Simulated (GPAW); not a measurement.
Equation of state of hcp Re (space group 194): energy against volume (GPAW, PBE)

```xyz
2
Lattice="2.7109 0.0000 0.0000 -1.3555 2.3477 0.0000 0.0000 0.0000 4.3807" Properties=species:S:1:pos:R:3 pbc="T T T"
Re     1.3555     0.7826     3.2855
Re     0.0000     1.5652     1.0952
```

Method of the run: PBE, GPAW PAW datasets PBE (gpaw-data 1.0.1) (plane waves; GPAW). Settings: mode = pw; ecut = 585 eV; xc = PBE; kpts = 24 24 13; mesh shift (steps) = 0 0 0; occupations.name = fermi-dirac; occupations.width = 0.05 eV; nbands = -6; convergence.density = 1e-05 e/electron; convergence.energy = 1e-05 eV/electron; symmetry.symmorphic = false; symmetry.tolerance = 0.0005; maxiter = 120. The cell above is the first row's. The rows scale it uniformly. In all rows fractional positions and the k mesh are held. E is the free energy at the stated smearing, counted from the lowest row.

```csv
V (Å^3/atom),E (meV/atom)
13.941,84.00
14.244,38.64
14.547,11.26
14.850,0.00
15.153,3.17
15.456,19.26
15.759,46.92
16.062,84.91
16.365,?
```

Q: Using the third-order Birch-Murnaghan form, a cubic in V^(-2/3), estimate the missing E at V = 16.365 from the other rows, showing the fit.

A: With u = V^(-2/3) - 0.165, the rows have u = 0.007638, 0.005181, 0.002810, 0.000519, -0.001694, -0.003836, -0.005908, -0.007915. Least squares gives E = -0.484 + 216.19·u + 1405506·u² + 1892357·u³. Residuals (row less fit): -0.006, 0.013, -0.003, -0.007, -0.004, -0.002, 0.013, -0.008; standard error 0.011 (degrees of freedom: 4). Its minimum lies at u = -0.000077, so V0 = (0.164923)^(-3/2) = 14.93. There d²E/du² = 2810000 and d³E/du³ = 1.135e7, so B0 = (4/9) × 14.93^(-7/3) × 2810000 × 0.160218 = 365 GPa (the last factor turns the table's units into GPa), and B0' = 4 + (2/3) × 0.164923 × (1.135e7)/2810000 = 4.4. The program's pressures in the fitted runs (not shown) pass through zero at V = 14.93, 0.03 % from this V0. At the withheld row, u = -0.009860, so E = -0.484 + 216.19 × (-0.009860) + 1405506 × (-0.009860)² + 1892357 × (-0.009860)³ = 132.213 meV/atom. The calculation gives 132.14 meV/atom, 0.073 meV/atom below the prediction (0.1 % of the range of E in the table). The row lies outside the fitted rows, so this is an extrapolation. From the scatter of the fitted rows alone, a prediction at this place has a standard error of 0.028 meV/atom, so the miss is 2.6 times that.

Carrying the step between the two nearest rows on in a straight line would have given 122.90, off by 9.24; series whose last step already gives the withheld value aren't shown. The scan was laid around a cell of about the measured size, scaled by a guess for this functional; axis ratios and inner coordinates come from that cell. The runs keep the symmetry of the cell, so they don't test it for distortions. Spin polarisation is off. Spin-orbit coupling is off. The shape of the cell and the inner coordinates aren't relaxed, so V0 and B0 belong to this uniform scaling; a relaxed crystal lies no higher in energy and is usually softer. Cutoffs and mesh are single choices, not tested for convergence of this quantity. Series with a scatter that would blur these digits, or in which a gap closes, are not shown. Nor are scans whose minimum lies at an end fitted in this form.
